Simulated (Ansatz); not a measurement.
# Habitual settings against a tight run: PdRh (R-3m, 2 atoms in the cell)

Self-consistent single point.

```xyz
2
Lattice="1.3515 0.7803 4.4049 -1.3515 0.7803 4.4049 0.0000 -1.5606 4.4049" Properties=species:S:1:pos:R:3 pbc="T T T"
Pd     0.0000     0.0000     0.0000
Rh     0.0000     0.0000     6.6073
```

Level of theory: LDA (PW92), default PAW files made with PBE (plane waves; Ansatz, a quantum-chemistry and plane-wave program).

Base settings: basis.ecutwfc = 420 eV; kpoints.mp_grid.grid = 14 14 14; hamiltonian.xc = lda; hamiltonian.pseudopotentials = {kind: paw} (the program's default PAW files); scf.occupations.method = cold; scf.occupations.width = 0.05 eV.

Tight run (finer mesh or higher cutoff; not a proven limit): basis.ecutwfc: 420 eV → 590 eV; kpoints.mp_grid.grid: 14 14 14 → 19 19 19; scf.convergence.dr2_threshold: default (1e-07 eV) → 1e-09 eV. It gave Fermi level (on the code's own zero) 21.41 eV; pressure -5.00 GPa.

Quick runs, as changes from the base:
- A: the base itself
- B: basis.ecutwfc: 420 eV → 295 eV; kpoints.mp_grid.grid: 14 14 14 → 4 4 4; hamiltonian.xc: lda → pbesol; scf.occupations.method: cold → gaussian; scf.occupations.width: 0.05 eV → 0.272 eV [PBEsol]
- C: basis.ecutwfc: 420 eV → 250 eV; kpoints.mp_grid.grid: 14 14 14 → 3 3 3; scf.occupations.method: cold → methfessel_paxton; scf.occupations.width: 0.05 eV → 0.272 eV; kpoints.mp_grid.shift: default → 0.5 0.5 0.5
- D: basis.ecutwfc: 420 eV → 210 eV; kpoints.mp_grid.grid: 14 14 14 → 2 2 2; hamiltonian.xc: lda → pbesol; kpoints.mp_grid.shift: default → 0.5 0.5 0.5 [PBEsol]
- E: basis.ecutwfc: 420 eV → 250 eV; kpoints.mp_grid.grid: 14 14 14 → 1 1 1; scf.occupations.method: cold → gaussian; scf.occupations.width: 0.05 eV → 0.136 eV
- F: basis.ecutwfc: 420 eV → 335 eV; kpoints.mp_grid.grid: 14 14 14 → 6 6 6; scf.occupations.width: 0.05 eV → 0.136 eV

Energies are extrapolated to zero smearing width, which holds to low order in the width alone.

Dashes: energy of B, D, another energy zero.

† marks runs with another functional, U, potentials or spin treatment: their distance from the tight run is not a convergence error alone.

The count of work is k-points × plane waves × bands × iterations; it is no time. 

Pressures in the table are Ansatz's without its Pulay estimate, at a fixed set of plane waves; the tight run's value above holds the estimate.

The starting cell comes from a database of computed structures (which also holds hypothetical and non-ambient phases and stackings), without a prior relaxation at this level. Its lattice was rescaled by a random factor within 2.5 % of one. Spin polarisation is off. In the base run, with a pressure of about -5 GPa the cell is away from its equilibrium volume at this level.

```tsv
run	energy less tight (meV/atom)	pressure less tight (GPa)	count of work / tight
A	6.2	0.08	0.19
B†	–	-19.96	0.0060
C	2256.2	-123.91	0.0025
D†	–	-413.46	0.0015
E	-468.6	-97.35	0.00052
F	61.4	-4.83	0.016
```

Among the runs at the tight run's level, the energy misses run from 6.2 to 2256.2 meV/atom.

Keys are those of Ansatz 0.2.
